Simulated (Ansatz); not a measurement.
Defect: Mg-vacancy pair (Mg on one host W site, one W site vacant) in bcc W, neutral cell. The step: Mg and the vacancy change places (Mg-vacancy distance between ideal sites 2.76 Å throughout); the atom moves 2.31 Å along (0.42, 0.42, 0.42) of the unit cell; the moving atom starts with neighbours 2 W at 2.76, W at 2.78, 3 W at 2.84, W at 2.98, 2 W at 3.04, W at 3.08, 2 W at 3.28, W at 3.29 Å and ends with 2 W at 2.76, W at 2.78, 3 W at 2.84, W at 2.98, 2 W at 3.04, W at 3.08, 2 W at 3.28, W at 3.29 Å. A PBE band in Ansatz (plane-wave PAW, a 2×2×3 k-point mesh shifted by half a step, 36 host sites, 32 SCF runs with any check of the saddle's order, static, no finite-size correction) gives a forward barrier of 0.58 eV. The saddle point's order was not checked, and it lies on a symmetry element of the cell, where a band can be held. Forms of the defect that were not tried may lie lower.

Single points at the band's start and saddle point can refine it. Rough cost of one point, in units of the band's mean SCF on the same machine:

```json
[
 {"Level": "PBE, a 3×3×5 k-point mesh shifted by half a step", "Cost of one point": "about 3"},
 {"Level": "r2SCAN at 500 eV, a 2×2×3 k-point mesh shifted by half a step", "Cost of one point": "under 2"}
]
```

Task: Which of these move the barrier by more than 0.1 eV, and how far does each move it?

Result: Not one does. PBE, a 3×3×5 k-point mesh shifted by half a step: -0.03 eV; r2SCAN at 500 eV, a 2×2×3 k-point mesh shifted by half a step: +0.04 eV. Each functional is compared with PBE at the same k-points.

Ansatz is an electronic-structure program.
